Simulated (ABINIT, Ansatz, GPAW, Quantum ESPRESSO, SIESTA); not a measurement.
**One structure in several programs: InSe (R3m, 4 atoms in the cell)**

Self-consistent single point.

```yaml
crystal:
  lattice:
    - [2.02334, 1.16818, 8.60852]
    - [-2.02334, 1.16818, 8.60852]
    - [0.00000, -2.33636, 8.60852]
  atoms:
    - { symbol: In, position: [0.11035, 0.11035, 0.11035] }
    - { symbol: In, position: [0.00183, 0.00183, 0.00183] }
    - { symbol: Se, position: [0.61971, 0.61971, 0.61971] }
    - { symbol: Se, position: [0.82581, 0.82581, 0.82581] }
```

Shared settings, as Ansatz (an electronic-structure program) writes them: kpoints.mp_grid.grid = 4 4 4; scf.occupations.method = fixed. Potentials and cutoffs stand in the table.

| code | model | pressure (GPa) | largest force (eV/Å) | gap on the mesh (eV) | cutoff |
|---|---|---|---|---|---|
| Quantum ESPRESSO | LDA (PZ), GBRV 1.5 ultrasoft (LDA) pseudopotentials | -2.71 | 0.149 | 0.186 | 40 Ry |
| ABINIT | LDA (PW92), PAW (JTH v2.0 LDA PAW) | -2.55 | 0.152 | 0.191 | 544 eV |
| Ansatz | LDA (PW92), PAW files made with PBE | -2.19 | 0.157 | 0.204 | default |
| SIESTA | LDA PW92, numerical atomic orbitals TZP, PseudoDojo LDA standard norm-conserving potentials (rewritten from UPF to PSML) | -1.92 | 0.349 | 0.181 | grid 350 Ry |
| GPAW | LDA (Perdew-Wang 92), GPAW PAW datasets LDA (gpaw-data 1.0.1) | -2.39 | 0.172 | 0.197 | 600 eV |

Size of the force on each atom (eV/Å): Sizes of forces hide their directions.

```
code                In1    In2    Se3    Se4
----------------  -----  -----  -----  -----
Quantum ESPRESSO  0.028  0.030  0.147  0.149
ABINIT            0.015  0.029  0.138  0.152
Ansatz            0.016  0.017  0.155  0.157
SIESTA            0.349  0.305  0.143  0.189
GPAW              0.031  0.034  0.171  0.172
```

Gaps are read on the mesh.

The spread over the programs that give each value: pressure within 0.79 GPa; largest force within 0.200 eV/Å; gap on the mesh within 0.023 eV.

SIESTA uses small atom-centred bases, whose incompleteness enters pressures, forces and empty levels differently from a plane-wave cutoff. Ansatz's pressure is given at a fixed set of plane waves, as the other plane-wave codes print theirs. The same LDA comes in different parametrisations, which differ slightly. In the force vectors, SIESTA (by 0.343) lies more than 0.08 eV/Å from the median of the plane-wave programs.

On the base mesh (6 6 6) the same programs gave: Ansatz pressure -2.39 GPa, gap on the mesh 0.209 eV; Quantum ESPRESSO pressure -2.91 GPa, gap on the mesh 0.191 eV; ABINIT pressure -2.75 GPa, gap on the mesh 0.196 eV; GPAW pressure -2.58 GPa, gap on the mesh 0.202 eV; SIESTA pressure -2.12 GPa, gap on the mesh 0.186 eV.

The starting cell comes from a database of computed structures (which also holds hypothetical and non-ambient phases and stackings), without a prior relaxation at this level.

Left out of this page: CP2K (on another mesh).

Keys are those of Ansatz 0.2.
